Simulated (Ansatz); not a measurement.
# GaP with two functionals, x(As) = 0.333, 6 atoms, Imm2

Take GaP in the zinc blende structure (space group F-43m, No. 216; a = 5.506 Å) as the base.

(Cell as relaxed with PBE.)

Levels (all Ansatz, a program for electronic structure, PAW, earlier PAW set): PBE (420 eV, without spin-orbit coupling); r2SCAN (500 eV, no spin-orbit coupling).

Each level relaxes its own structure.

| base | PBE | r2SCAN |
|---|---|---|
| volume per atom | 20.87 Å³ | 20.25 Å³ |
| lattice parameter a | 5.506 Å | 5.452 Å |
| band gap | 1.58 eV | 1.85 eV |

Perturbation: a fraction x = 0.333 of the P sites is given to As, ordered in a cell of 6 atoms (starting symmetry Imm2) and fully relaxed.

```csv
quantity,PBE,r2SCAN
band gap,1.04 eV,…
shift of the gap caused by the change,-0.54 eV,…
shortest interatomic distance,2.386 Å,…
"gap character (in this cell's own zone, which can be folded)",direct at Γ,…
```

Problem. Given the PBE results, estimate those of r2SCAN.

Solution. 
- band gap, r2SCAN: 1.73 eV
- shift of the gap caused by the change, r2SCAN: -0.12 eV
- shortest interatomic distance, r2SCAN: 2.362 Å
- gap character (in this cell's own zone, which can be folded), r2SCAN: indirect, Γ → G₀–X (60 % along)

PBE's band gap lies 0.69 eV below r2SCAN's; PBE's shift of the gap caused by the change lies 0.42 eV below r2SCAN's; PBE's shortest interatomic distance lies 0.0245 Å above r2SCAN's (1.0 %); they disagree on the gap character. Neither level is exact; r2SCAN is the comparison here, not a measurement.

These are small ordered cells, not random alloys; other orderings at the same x differ. Stability against distortions was not tested. A zero or small gap of GaAs can be the functional's error rather than a property of the material. k-point labels follow each cell's own Brillouin zone.
